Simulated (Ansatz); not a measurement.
What isotropic strain +2.50 % does to Pt

Base system: Pt in the fcc (Cu type) structure (space group Fm-3m, No. 225; a = 3.8954 Å; relaxed with 0.1 eV smearing).

One thing is altered: the cell is scaled by 1.0250 in all directions, atoms relaxed at fixed cell.

All numbers come from LDA (Ansatz, a quantum-chemistry and plane-wave program; PAW; 420 eV plane waves; spin-orbit coupling left out). k-mesh 29×29×29 (Γ-centred); smearing 0.1 eV (Fermi–Dirac).

Volume per atom: 15.91 Å³ (base 14.78 Å³)
Shortest interatomic distance: 2.823 Å (base 2.754 Å)
Energy relative to the base (free energy F): +71 meV/atom
Pressure: -18.5 GPa (base 0.0 GPa)
Band gap: zero (base zero)

Cost of the whole job for the changed cell (relaxation, final SCF and bands): around 11 core-seconds (rough).

Stability against distortions was not tested. The final runs are not spin-polarised. Pt lies near a magnetic instability that expansion can trigger; it was not tested.
